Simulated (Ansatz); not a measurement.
Electronic density of states of amorphous Ge20S40Sb4, density 3.17 g/cm³, on a 2×2×2 Γ-centred mesh with a Gaussian width of 0.1 eV; energies count from the Fermi level, whose place inside the gap is arbitrary. Cell and mesh are small, so fine structure isn't converged. The numbers are results of PBE-D3(BJ), scalar-relativistic without spin-orbit coupling (plane waves to 420 eV, PAW; Ansatz, a program for electronic structure), not measurements. Sampling: a 2×2×2 Γ-centred mesh; Fermi-Dirac width 0.05 eV; no spin polarisation.

A CHGNet melt-quench gave the starting glass, which DFT then relaxed. The hot cell started wider than the set density and was brought back towards it in steps. It is the lowest in DFT energy of 3 quenches. It is a model cell: composition and starting density were chosen by hand, and all elements were melted together. The geometry includes D3(BJ) dispersion. Its density started from a set value of 3.01 and ended at 3.17 g/cm³. The quench (nominally 64 K/ps over its main leg) was far faster than any real one, so the model tends to hold more defects than a real film. A cell of this size samples the disorder only roughly. Volume and shape were free in the relaxation.

```
E - EF (eV)  states/(eV atom)
-----------  ----------------
-12.00                   0.00
-11.90                   0.00
-11.80                   0.07
-11.70                   0.16
-11.60                   0.07
-11.50                   0.01
-11.40                   0.00
-11.30                   0.00
-11.20                   0.00
-11.10                   0.00
-11.00                   0.00
-10.90                   0.00
-10.80                   0.00
-10.70                   0.00
-10.60                   0.00
-10.50                   0.00
-10.40                   0.00
-10.30                   0.02
-10.20                   0.11
-10.10                   0.14
-10.00                   0.04
-9.90                    0.01
-9.80                    0.04
-9.70                    0.20
-9.60                    0.30
-9.50                    0.25
-9.40                    0.19
-9.30                    0.20
-9.20                    0.26
-9.10                    0.31
-9.00                    0.30
-8.90                    0.29
-8.80                    0.28
-8.70                    0.21
-8.60                    0.19
-8.50                    0.17
-8.40                    0.21
-8.30                    0.28
-8.20                    0.30
-8.10                    0.29
-8.00                    0.25
-7.90                    0.25
-7.80                    0.28
-7.70                    0.29
-7.60                    0.29
-7.50                    0.28
-7.40                    0.25
-7.30                    0.27
-7.20                    0.22
-7.10                    0.19
-7.00                    0.19
-6.90                    0.14
-6.80                    0.03
-6.70                    0.00
-6.60                    0.00
-6.50                    0.00
-6.40                    0.00
-6.30                    0.00
-6.20                    0.00
-6.10                    0.01
-6.00                    0.11
-5.90                    0.32
-5.80                    0.44
-5.70                    0.46
-5.60                    0.52
-5.50                    0.59
-5.40                    0.57
-5.30                    0.54
-5.20                    0.58
-5.10                    0.62
-5.00                    0.61
-4.90                    0.66
-4.80                    0.63
-4.70                    0.52
-4.60                    0.49
-4.50                    0.54
-4.40                    0.58
-4.30                    0.62
-4.20                    0.64
-4.10                    0.71
-4.00                    0.74
-3.90                    0.67
-3.80                    0.65
-3.70                    0.71
-3.60                    0.74
-3.50                    0.69
-3.40                    0.68
-3.30                    0.67
-3.20                    0.68
-3.10                    0.76
-3.00                    0.75
-2.90                    0.66
-2.80                    0.65
-2.70                    0.67
-2.60                    0.67
-2.50                    0.71
-2.40                    0.73
-2.30                    0.77
-2.20                    0.81
-2.10                    0.88
-2.00                    0.92
-1.90                    0.84
-1.80                    0.85
-1.70                    0.85
-1.60                    0.76
-1.50                    0.75
-1.40                    0.68
-1.30                    0.56
-1.20                    0.43
-1.10                    0.39
-1.00                    0.37
-0.90                    0.29
-0.80                    0.19
-0.70                    0.12
-0.60                    0.03
-0.50                    0.00
-0.40                    0.00
-0.30                    0.00
-0.20                    0.00
-0.10                    0.00
0.00                     0.00
0.10                     0.00
0.20                     0.00
0.30                     0.00
0.40                     0.00
0.50                     0.00
0.60                     0.03
0.70                     0.17
0.80                     0.29
0.90                     0.32
1.00                     0.37
1.10                     0.50
1.20                     0.52
1.30                     0.53
1.40                     0.61
1.50                     0.64
1.60                     0.63
1.70                     0.61
1.80                     0.57
1.90                     0.51
2.00                     0.52
2.10                     0.51
2.20                     0.42
2.30                     0.37
2.40                     0.42
2.50                     0.48
2.60                     0.49
2.70                     0.54
2.80                     0.56
2.90                     0.55
3.00                     0.59
3.10                     0.57
3.20                     0.59
```

The gap on this mesh is 1.42 eV; the broadening fills part of it in the curve.
